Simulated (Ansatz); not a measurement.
A (6,6) HfO2 nanotube, relaxed period 3.276 Å, atoms relaxed at each strain.

```
strain  energy (meV a period)  axial force (nN)
------  ---------------------  ----------------
-0.015                 +115.6             -7.66
+0.015                 +107.6             +7.00
```

Calculation: PBE (plane waves to 420 eV, PAW; Ansatz, a first-principles code). Mesh 1×1×10. No spin polarisation, so a magnetic state wasn't tested. Isolated but for its images some 11 Å away. A hypothetical model, rolled from the flat sheet. Only distortions within the start's symmetry and period were free. Values not marked SOC lack spin–orbit coupling. Buckling under compression is shut out by symmetry and the short period. Energies are free energies at a Fermi–Dirac width of 0.02 eV, from the unstrained cell.

Mean diameter 10.90 Å.

Task: Work out the axial stiffness dF/dε in two ways, and what it means for a modulus.

Result: From the forces: (+7.00 − (-7.66))/0.030 = 489 nN. From the energies: (E₊ + E₋)/(ε² c) = 0.2232 eV/(0.015² × 3.276 Å) = 302.8 eV/Å = 485 nN. The two agree to within 1 %. Spread over the circumference π × 10.90 Å, the force value is a sheet stiffness of 143 N/m.
